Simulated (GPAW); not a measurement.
A self-consistent single point of HfO₂ (P4_2/nmc, 6 atoms in the cell) with GPAW.

Level of theory: PBE, GPAW PAW datasets PBE (gpaw-data 1.0.1) (plane waves; GPAW).

The change in words: lattice scaled by 0.98. Reference geometry:
```
CELL_PARAMETERS angstrom
      3.52493     0.00000     0.00000
      0.00000     3.52493     0.00000
      0.00000     0.00000     5.12376
ATOMIC_POSITIONS crystal
  Hf 0.50000 0.50000 0.50000
  Hf 0.00000 0.00000 0.00000
  O  0.00000 0.50000 0.69721
  O  0.00000 0.50000 0.19721
  O  0.50000 0.00000 0.80279
  O  0.50000 0.00000 0.30279
```

Reference input (self-consistent single point, DFT PBE, plane waves, GPAW PAW datasets PBE (gpaw-data 1.0.1)): mode = pw; ecut = 950 eV; xc = PBE; kpts = 8 8 5; mesh shift (steps) = 0 0 0; occupations.name = fermi-dirac; occupations.width = 0.01 eV; nbands = -4; convergence.bands = -2; symmetry.symmorphic = false; symmetry.tolerance = 0.0005; maxiter = 150. This run's input differs from it in these lines:

```diff
@@ -5,11 +5,11 @@
 atoms = Atoms(['Hf', 'Hf', 'O', 'O', 'O', 'O'],
-              cell=[[3.524930, 0.000000, 0.000000],
-                    [0.000000, 3.524930, 0.000000],
-                    [0.000000, 0.000000, 5.123762]],
-              positions=[[1.762465, 1.762465, 2.561881],
+              cell=[[3.454431, 0.000000, 0.000000],
+                    [0.000000, 3.454431, 0.000000],
+                    [0.000000, 0.000000, 5.021287]],
+              positions=[[1.727216, 1.727216, 2.510644],
                          [0.000000, 0.000000, 0.000000],
-                         [0.000000, 1.762465, 3.572338],
-                         [0.000000, 1.762465, 1.010457],
-                         [1.762465, 0.000000, 4.113305],
-                         [1.762465, 0.000000, 1.551424]],
+                         [0.000000, 1.727216, 3.500892],
+                         [0.000000, 1.727216, 0.990248],
+                         [1.727216, 0.000000, 4.031039],
+                         [1.727216, 0.000000, 1.520395]],
               pbc=True)
```

Output, abridged:

```
     iter     time        total  log10-change:
                         energy   eigst   dens
iter:   1 --:--:--   -63.202247   +0.58
iter:   2 --:--:--   -61.162686   -0.50  -0.89
iter:   3 --:--:--   -55.050704   +0.50  -0.93
iter:   4 --:--:--   -55.359748   -0.44  -1.35
iter:   5 --:--:--   -56.160829   -0.94  -1.42
iter:   6 --:--:--   -55.562263   -0.16  -1.40
iter:   7 --:--:--   -55.614824   -0.97  -2.00
iter:   8 --:--:--   -55.556587   -2.04  -1.89
iter:   9 --:--:--   -55.478065   -1.98  -1.94
iter:  10 --:--:--   -55.460164   -2.02  -2.17
iter:  11 --:--:--   -55.470970c  -3.34  -2.43
   [... lines left out ...]
iter:  30 --:--:--   -55.458166c  -3.33  -3.32
iter:  31 --:--:--   -55.458146c  -4.16  -3.18
iter:  32 --:--:--   -55.457630c  -3.62  -3.12
iter:  33 --:--:--   -55.457653c  -4.46  -4.40c
iter:  34 --:--:--   -55.457649c  -5.68  -4.09c
iter:  35 --:--:--   -55.457661c  -5.21  -4.51c
iter:  36 --:--:--   -55.457661c  -6.09  -3.92
iter:  37 --:--:--   -55.457649c  -5.50  -3.89
iter:  38 --:--:--   -55.457649c  -5.92  -4.44c
iter:  39 --:--:--   -55.457649c  -6.39  -4.98c
iter:  40 --:--:--   -55.457649c  -6.90  -5.34c
iter:  41 --:--:--   -55.457649c  -7.29  -4.99c
iter:  42 --:--:--   -55.457649c  -8.70c -5.38c
Converged after 42 iterations.

Dipole moment: (0.000009, 0.000009, 0.000003) |e|*Ang

Energy contributions relative to reference atoms: (reference = -827935.639755)

Kinetic:       +109.801900
Potential:     -107.649560
External:        +0.000000
XC:             -58.420067
Entropy (-ST):   -0.000000
Local:           +0.810078
SIC:             +0.000000
--------------------------
Free energy:    -55.457649
Extrapolated:   -55.457649

Showing only first 2 kpts
 Kpt  Band  Eigenvalues  Occupancy
  0    22      8.64011    2.00000
  0    23      8.65511    2.00000
  0    24     13.78398    0.00000
  0    25     13.85411    0.00000

  1    22      8.67169    2.00000
  1    23      8.67171    2.00000
  1    24     13.91700    0.00000
  1    25     14.10111    0.00000

Fermi level: 9.73142

Gap: 5.000 eV
Transition (v -> c):
   [... lines left out ...]
Direct gap: 5.129 eV
   [... lines left out ...]
  0 Hf    0.00000    0.00000    0.00000
  1 Hf    0.00000    0.00000    0.00000
  2 O     0.00000    0.00000    0.88276
  3 O     0.00000    0.00000    0.88276
  4 O     0.00000    0.00000   -0.88276
  5 O     0.00000    0.00000   -0.88276

Stress tensor:
    -0.269457     0.000000     0.000000
     0.000000    -0.269457     0.000000
     0.000000     0.000000    -0.234148
Stress (GPa, Voigt): [-43.1718 -43.1718 -37.5146   0.       0.       0.    ]
```

The run converged in 42 iterations. GPAW prints stress with tension positive. Against the reference run the free energy goes up by 116 meV/atom, the largest force goes from 0.445 to 0.883 eV/Å and the gap on the mesh goes from 4.848 to 5.000 eV.

At such cutoffs GPAW's stress carries a finite-basis (Pulay) error, which enters relaxed cells too; its log prints stress with tension positive.

The starting cell comes from a database of computed structures (which also holds hypothetical and non-ambient phases and stackings), without a prior relaxation at this level. Its lattice was rescaled by a random factor within 2.5 % of one. For this run, on top of that: lattice scaled by 0.98. Spin-orbit coupling is off.

Cost on one core of a shared machine: roughly 6 min.
